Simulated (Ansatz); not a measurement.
The parent structure is InAs in the zinc blende structure (space group F-43m, No. 216).

```
InAs
1.0
    0.00000     3.04368     3.04368
    3.04368     0.00000     3.04368
    3.04368     3.04368     0.00000
As In
1 1
Direct
  0.75000   0.75000   0.75000
  0.00000   0.00000   0.00000
```

Cartesian axes are those of the cell as printed.

The values are results of PBEsol (Ansatz, a program for electronic structure, PAW, scalar-relativistic without spin-orbit coupling), earlier PAW set, not measurements.

Base values:

```
Item       Result
--------  -------
Pressure  0.0 GPa
```

The change: the symmetric strain tensor [0.0182 -0.0069 -0.0128; -0.0069 -0.0022 -0.0046; -0.0128 -0.0046 -0.0076]; the atoms relax in the strained cell.

### Question
Estimate the effect on the largest internal atomic displacement, energy relative to the base and pressure.

### Answer
The largest internal atomic displacement amounts to 0.016 Å; the energy goes up by 4.2 meV/atom; the pressure (mean of the normal stresses, compression positive) goes from zero to -0.4 GPa.

Stability against distortions was not tested. The final runs are not spin-polarised. Gaps under 0.05 eV, about the width of the smearing, are given as zero.
